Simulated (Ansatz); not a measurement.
System: HfI4 (C2/c, No. 15). Method: PBEsol (PAW; Ansatz, an electronic-structure program).

Settings: plane-wave cutoff 500 eV, 6×6×4 k mesh (along the axes of the cell as run), gaussian smearing 0.02 eV, scalar-relativistic PAW data made under PBE.

Computed at the level's own relaxed cell.

What does this level give for the equilibrium volume per atom and band gap?


equilibrium volume per atom: 40.63 Å³/atom
band gap: 2.04 eV (on the SCF k mesh)

Note: the relaxation could not lower the start's symmetry, so the cell can be a saddle point above a distorted one.

Spin–orbit coupling is not included; with these elements it can move the gap by several tenths of an eV or more.
